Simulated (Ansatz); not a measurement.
## What Si → Ge does to NiSi

The reference is NiSi (space group Pnma, No. 62; a = 5.190 Å, b = 3.350 Å, c = 5.624 Å; non-magnetic).

Modification: Ge takes the place of Si on all its sites, then cell and atoms are relaxed.

All numbers come from PBE in Ansatz (plane waves to 420 eV, PAW, spin-orbit coupling left out). Γ-centred 9×13×8 mesh, Fermi–Dirac width 0.05 eV, for the changed cell.

```tsv
quantity	base	changed	shift
volume per atom	12.22 Å³	13.73 Å³	+1.502 Å³
density	5.89 g/cm³	7.94 g/cm³	+2.05 g/cm³
space group	Pnma (No. 62)	Pnma (No. 62)	–
shortest interatomic distance	2.288 Å	2.354 Å	+0.066 Å
band gap	zero	zero	–
```

Final structure:

```xyz
8
Lattice="5.4051 0.0000 0.0000 0.0000 3.4771 0.0000 0.0000 0.0000 5.8429" Properties=species:S:1:pos:R:3 pbc="T T T"
Ni     2.7330     0.8693     4.0329
Ni     0.0304     0.8693     4.7313
Ni     2.6721     2.6078     1.8099
Ni     5.3747     2.6078     1.1115
Ge     3.7292     0.8693     0.5098
Ge     1.0266     0.8693     2.4116
Ge     1.6759     2.6078     5.3330
Ge     4.3785     2.6078     3.4313
```

No phonon test of stability was made. Starting moments died away, wholly or in part, for Si → Ge and the base; another magnetic solution may exist. The final runs are not spin-polarised.

Ansatz is an electronic-structure program.
